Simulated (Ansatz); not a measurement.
# A constructed model of the (100) surface of fcc Ir, a layer of Zn in place of the second plane (bottom of the slab: a bare face, its two planes held)

Method: PBE (plane waves to 420 eV, PAW; Ansatz, a quantum-chemistry and plane-wave program).

Model: 6-atom slab, 9.4 Å thick at the start (thin: gaps and levels are the slab's own), 14x14x1 mesh, Fermi-Dirac 0.1 eV, dipole correction, 2 atoms held, the rest relaxed; start symmetry kept, larger cells not searched; no spin, no spin-orbit, no U. It is one candidate, not shown to be the stable structure of the face.

work function of the top face: 5.64 eV
energy released by relaxation: 0.054 eV
cost: about 90 core-seconds (a rough figure)
